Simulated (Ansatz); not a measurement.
Reference: LiF (Fm-3m), r2SCAN, rigid bands (plane waves, PAW, scalar-relativistic; Ansatz, a quantum-chemistry and plane-wave program); geometry: cell and atoms relaxed with PBEsol.

```cif
data_FLi
_chemical_formula_sum 'Li1 F1'
_space_group_name_H-M_alt 'P 1'
_space_group_IT_number 1
_cell_length_a 2.83391
_cell_length_b 2.83391
_cell_length_c 2.83391
_cell_angle_alpha 60.000
_cell_angle_beta 60.000
_cell_angle_gamma 60.000
loop_
_space_group_symop_operation_xyz
  'x, y, z'
loop_
_atom_site_label
_atom_site_type_symbol
_atom_site_fract_x
_atom_site_fract_y
_atom_site_fract_z
_atom_site_occupancy
Li1 Li 0.00000 0.00000 0.00000 1
F1 F 0.50000 0.50000 0.50000 1
```

| Item | Value |
|---|---|
| band gap | 10.20 eV |
| electron conductivity mass | 0.89 mₑ |
| hole conductivity mass | 3.6 mₑ |
| Seebeck coefficient, n-type 1e19 cm⁻³ | -282 μV/K |

Replace Li by Na on the same sites and relax. What happens?

NaF (Fm-3m): volume per atom 8.0 to 12.4 Å³; band gap falls (10.20 eV to 7.15 eV); electron conductivity mass falls (0.89 mₑ to 0.58 mₑ); hole conductivity mass rises (3.6 mₑ to 6.8 mₑ); Seebeck coefficient, n-type 1e19 cm⁻³ falls in size (-282 μV/K to -229 μV/K).

Replace F by Cl on the same sites and relax. What happens?

LiCl (Fm-3m): volume per atom 8.0 to 16.2 Å³; band gap falls (10.20 eV to 7.47 eV); electron conductivity mass falls (0.89 mₑ to 0.48 mₑ); hole conductivity mass falls (3.6 mₑ to 1.74 mₑ); Seebeck coefficient, n-type 1e19 cm⁻³ falls in size (-282 μV/K to -256 μV/K).

Replace F by H on the same sites and relax. What happens?

LiH (Fm-3m): volume per atom 8.0 to 7.9 Å³; band gap falls (10.20 eV to 3.62 eV); electron conductivity mass falls (0.89 mₑ to 0.31 mₑ); hole conductivity mass falls (3.6 mₑ to 0.49 mₑ); Seebeck coefficient, n-type 1e19 cm⁻³ rises in size (-282 μV/K to -302 μV/K).

Moves up to 5 % count as about the same. Masses are for dilute carriers at 300 K, harmonic means over directions unless an axis is named. Seebeck coefficients are for the stated density at 300 K, with one relaxation time for all states and whether or not that doping can be reached. Spin-orbit coupling is left out.
